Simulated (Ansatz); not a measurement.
Base system: Gd in the hcp (Mg type) structure (space group P6_3/mmc, No. 194; a = 3.565 Å, c = 5.694 Å; ferromagnetic).

Method: PBEsol (Ansatz, a first-principles code; PAW; 420 eV plane waves; without spin-orbit coupling), earlier PAW set.

Base values:

The lattice parameter a comes out as 3.565 Å.

Perturbation: hydrostatic tension (pressure −1 GPa).

Task: Predict the new lattice parameter a.

Result: The lattice parameter a rises by 0.0354 Å (3.565 Å → 3.601 Å).

The magnetic state is the one reached from the starting moments; the real material's order can differ, and small cells can't hold many antiferromagnetic ones. The state of the 4f shell was not checked for lower solutions. Load acts through the strain it causes; cell and atoms are relaxed under it. No phonon test of stability was made.
